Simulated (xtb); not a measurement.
xtb 6.7.1, GFN1-xTB: CC1(C)c2ccsc2-c2sc(-c3ccc(-c4ccccc4)[se]3)cc21, 40 atoms. The geometry is a generated start, not checked to be a minimum at this level.

```json
{
  "run_flags": "--grad",
  "method": "GFN1-xTB",
  "--acc": "1 (default)",
  "--etemp (K)": "300 (default)",
  "basis_functions": "146",
  "valence_electrons": "118"
}
```

One run each on 1 thread. Values of broydamp tried: 0.02, 0.05, 0.1, 0.2, 0.4 (default), 0.6, 0.8, 1.

Question: How does the count of SCC iterations change with broydamp, and where is it least?

Answer: Fewest SCC iterations, within one of each other: 0.2 with 12, 0.4 (default) with 12, 0.6 with 13, 0.8 with 13. The count rises to 18 at 0.02. All converge to one solution.

| broydamp | SCC iterations | end |
|---|---|---|
| 0.02 | 18 | same solution |
| 0.05 | 15 | same solution |
| 0.1 | 14 | same solution |
| 0.2 | 12 | same solution |
| 0.4 (default) | 12 | same solution |
| 0.6 | 13 | same solution |
| 0.8 | 13 | same solution |
| 1 | 15 | same solution |
